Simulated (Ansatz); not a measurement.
Where the default PAW files enter, the runs use the earlier of Ansatz's two default sets.

Tunnelling through a barrier is set by its complex band structure: the current falls as exp(−2κd) with the smallest κ.

Here is the system:

```
CELL_PARAMETERS angstrom
      3.65402     0.00000     0.00000
      0.00000     5.16757     0.00000
      1.82701     2.58379     1.82701
ATOMIC_POSITIONS crystal
  Sr 0.00000 0.50000 0.00000
  O  0.00000 0.00000 0.00000
```

Space group of this cell: Fm-3m, rock salt. The cell is taken as given.

Transport runs along the normal of the first two printed cell vectors, the (110) plane of the conventional cell.

The gap is the functional's own, uncorrected, and κ follows it; spin-orbit coupling is left out. Mid-gap values are interpolated between the computed energies.

Task: Compute, with Ansatz (an electronic-structure program) with r2SCAN, the band gap and the smallest decay constant κ at mid-gap.

Result: Gap 3.80 eV on a 16×16×16 mesh; κ = 0.332 1/Å, at the zone centre.
